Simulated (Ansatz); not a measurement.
Base system: TiSi2 (space group Fddd, No. 70).

```xyz
6
Lattice="0.0000 4.0901 4.2499 2.3801 0.0000 4.2499 2.3801 4.0901 0.0000" Properties=species:S:1:pos:R:3 pbc="T T T"
Si     2.3801     5.4294     4.2499
Si     2.3801     2.7508     4.2499
Si     3.5701     4.7959     6.3749
Si     3.5701     7.4745     6.3749
Ti     0.0000     0.0000     0.0000
Ti     1.1900     2.0451     2.1250
```

Cartesian axes are those of the cell as printed.

Computed with PBEsol, PAW, 420 eV (Ansatz, a first-principles code; no SOC).

Strains are applied to the cell and any free atomic positions relax; under biaxial strain the out-of-plane vector relaxes too.

One change was made to it. Results:

```json
[
 {"quantity": "energy relative to the base (free energy F)", "base": "0 meV/atom", "after": "+6.5 meV/atom"},
 {"quantity": "pressure (mean of the normal stresses, compression positive)", "base": "0.0 GPa", "after": "-1.3 GPa"},
 {"quantity": "shortest interatomic distance", "base": "2.517 Å", "after": "2.528 Å"}
]
```

**Question.** What was done to the base?
A. strain tensor (xx, yy, zz, yz, xz, xy) = (−0.75, +1.29, −0.23, −0.53, +0.11, +0.28) %
B. strain tensor (xx, yy, zz, yz, xz, xy) = (+0.31, +0.13, +0.67, +0.92, −0.16, +0.31) %
C. strain tensor (xx, yy, zz, yz, xz, xy) = (+0.80, −1.30, +1.10, +0.62, −0.22, +0.45) %
D. biaxial strain −0.72 %, plane normal [001], relaxed out of plane

**Answer.** C, strain tensor (xx, yy, zz, yz, xz, xy) = (+0.80, −1.30, +1.10, +0.62, −0.22, +0.45) %. For comparison, the energy relative to the base in the other runs: strain tensor (xx, yy, zz, yz, xz, xy) = (−0.75, +1.29, −0.23, −0.53, +0.11, +0.28) % gives +3.6 meV/atom; strain tensor (xx, yy, zz, yz, xz, xy) = (+0.31, +0.13, +0.67, +0.92, −0.16, +0.31) % gives +2.5 meV/atom; biaxial strain −0.72 %, plane normal [001], relaxed out of plane gives +1.6 meV/atom.

Without a gap, meshes like the base's 13×13×13 leave anisotropic stresses uncertain by several tenths of a GPa, and small strain energies with them. Stability against distortions was not tested. The final runs are not spin-polarised.
